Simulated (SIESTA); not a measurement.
Checking a run of SIESTA on Zr₃Ti (P6_3/mmc, 8 atoms in the cell). The aim is a self-consistent single point with DFT, GGA PBEsol, numerical atomic orbitals TZP, PseudoDojo PBEsol standard norm-conserving potentials (rewritten from UPF to PSML).

Input:

```
# files in the folder: Zr.psml Ti.psml (PseudoDojo PBEsol standard)
SystemName  Zr3Ti
SystemLabel zr3ti

NumberOfAtoms                8
NumberOfSpecies              2
%block ChemicalSpeciesLabel
  1 40 Zr
  2 22 Ti
%endblock ChemicalSpeciesLabel
LatticeConstant              1.0 Bohr
%block LatticeVectors
    12.386007683    0.000000000    0.000000000
    -6.193004786   10.726597599    0.000000000
     0.000000000    0.000000000    9.934537791
%endblock LatticeVectors
AtomicCoordinatesFormat      Ang
%block AtomicCoordinatesAndAtomicSpecies
     3.277196161    3.850782246    1.314282750  1
    -1.696277328    4.763526623    3.942848250  1
     1.580919511    0.912744377    1.314282750  1
    -0.000000161    1.825488754    3.942848250  1
     4.973473328    0.912744377    1.314282750  1
     1.696276489    4.763526623    3.942848250  1
    -0.000003611    3.784182559    1.314282750  2
     3.277199611    1.892088441    3.942848250  2
%endblock AtomicCoordinatesAndAtomicSpecies

XC.functional                GGA
XC.authors                   PBEsol
PAO.BasisSize                TZP
PAO.EnergyShift              0.01 Ry
MeshCutoff                   350 Ry
%block kgrid.MonkhorstPack
    4   0   0  0.0
    0   4   0  0.0
    0   0   4  0.0
%endblock kgrid.MonkhorstPack
OccupationFunction           FD
ElectronicTemperature        50.0 meV
NetCharge                    -1.0

MaxSCFIterations             150
SCF.Mixer.Method             Broyden
SCF.Mixer.Weight             0.1
SCF.Mixer.History            6
SCF.DM.Tolerance             1.0E-04
Diag.ParallelOverK           true
WriteForces                  true
Charge.Mulliken              end
```

Output (repeated stretches shortened):

```
reinit: Reading from file input.fdf

reinit: System Name: Zr3Ti
reinit: System Label: zr3ti

coor:   Atomic-coordinates input format  =     Cartesian coordinates
coor:                                          (in Angstroms)

siesta: Atomic coordinates (Bohr) and species
   [... lines left out ...]
diag: Orthogonalization factor                      =  0.100E-05
diag: Memory factor                                 =  1.0000

superc: Internal auxiliary supercell:     5 x     5 x     5  =     125
superc: Number of atoms, orbitals, and projectors:   1000  25000  18000

                        Single-point calculation

superc: Internal auxiliary supercell:     5 x     5 x     5  =     125
superc: Number of atoms, orbitals, and projectors:   1000  25000  18000

outcell: Unit cell vectors (Ang):
        6.554393    0.000000    0.000000
       -3.277197    5.676271    0.000000
        0.000000    0.000000    5.257131

outcell: Cell vector modules (Ang)   :    6.554393    6.554393    5.257131
outcell: Cell angles (23,13,12) (deg):     90.0000     90.0000    120.0000
outcell: Cell volume (Ang**3)        :    195.5890
new_DM -- step:     1
Initializing Density Matrix...

Attempting to read DM from file... Failed...
DM filled with atomic data:
Note: For starting DM, Qtot, Tr[D*S] =         97.00000000         96.00000000

InitMesh: MESH = 64 x 64 x 60 = 245760
InitMesh: Mesh cutoff (required, used) =   350.000   351.347 Ry

stepf: Fermi-Dirac step function
        iscf     Eharris(eV)        E_KS(eV)     FreeEng(eV)     dDmax    Ef(eV) dHmax(eV)
   scf:    1   -11382.270781   -11467.679405   -11467.756356  1.691708 -4.061601 18.622066
   scf:    2    -8321.852267   -10485.079251   -10485.134096  1.303014 -6.055946130.945633
   scf:    3   -11492.060494   -11483.118010   -11483.189358  1.260741 -4.315902  5.552086
   scf:    4   -11057.327872   -11346.615362   -11346.720905  0.422418 -5.641471 46.343874
   scf:    5   -11367.035999   -11470.158203   -11470.259207  0.611579 -5.173719 12.031807
   [... 8 lines left out ...]
   scf:   14   -11486.322570   -11486.322668   -11486.430338  0.000613 -4.899388  0.004058
   scf:   15   -11486.322686   -11486.322678   -11486.430341  0.000116 -4.899641  0.003500
   scf:   16   -11486.322695   -11486.322687   -11486.430344  0.000139 -4.899965  0.001231
   scf:   17   -11486.322690   -11486.322688   -11486.430344  0.000091 -4.900223  0.000858
SCF Convergence by DM+H criterion
max |DM_out - DM_in|         :     0.0000905135
max |H_out - H_in|      (eV) :     0.0008581490
SCF cycle converged after 17 iterations

Using DM_out to compute the final energy and forces

siesta: E_KS(eV) =           -11486.3227

siesta: E_KS - E_eggbox =    -11486.3227

siesta: Atomic forces (eV/Ang):
     1    0.000001   -0.780513    0.000000
     2    0.675934   -0.390250    0.000000
     3    0.675944    0.390255    0.000000
     4   -0.000001    0.780491    0.000000
     5   -0.675952    0.390261   -0.000000
     6   -0.675926   -0.390245    0.000000
     7   -0.000000    0.000000   -0.000000
     8    0.000000   -0.000000   -0.000000
   Tot   -0.000000    0.000000   -0.000000
   Max    0.780513
   [... lines left out ...]
siesta: FreeEng =    -11486.430344
siesta: Cell volume =        195.588988 Ang**3
siesta:        -149.92219493       -124.87614661  kBar
   [... lines left out ...]

mulliken: Qtot =       97.000

Mulliken Atomic Populations:
Atom #   charge [q] valence [e]  Species
     1    -0.126556   12.126556  Zr
     2    -0.126553   12.126553  Zr
     3    -0.126556   12.126556  Zr
     4    -0.126556   12.126556  Zr
     5    -0.126553   12.126553  Zr
     6    -0.126556   12.126556  Zr
     7    -0.120346   12.120346  Ti
     8    -0.120324   12.120324  Ti
 Total    -1.000000
```

Q: Is anything amiss in this input, and did it matter?

A: The run is not sound. The fault is an unintended net charge. A charged periodic cell changes the electron count and is neutralised by a uniform background, so energy, forces and pressure belong to another system. To fix it, remove the charge. The run converged in 17 iterations without an error; against the sound input the pressure goes from -13.14 to -14.99 GPa and the largest force goes from 0.878 to 0.781 eV/Å. The full log also holds: “madelung: WARNING: Charged system, but not an atom or molecule.” and “madelung: WARNING: Energy correction terms can not be applied.”.

An input that runs soundly differs in these lines (not the only fix; some lines may just follow from the change or write a value another way):
```diff
-NetCharge                    -1.0
```

With that input, the run converged in 15 iterations: free energy E − TS -11481.4950 eV; Fermi level (on the code's own zero) -4.98 eV; pressure -13.14 GPa; largest force (vector length) 0.878 eV/Å (DFT, GGA PBEsol, numerical atomic orbitals TZP, PseudoDojo PBEsol standard norm-conserving potentials (rewritten from UPF to PSML)).

On the sound input: the starting cell was generated: these elements placed on a structure prototype, without a prior relaxation; it need not be a known phase or ordering of this composition. Spin polarisation is off. Values carry the incompleteness of an atom-centred basis. With a pressure of about -13 GPa the cell is away from its equilibrium volume at this level.
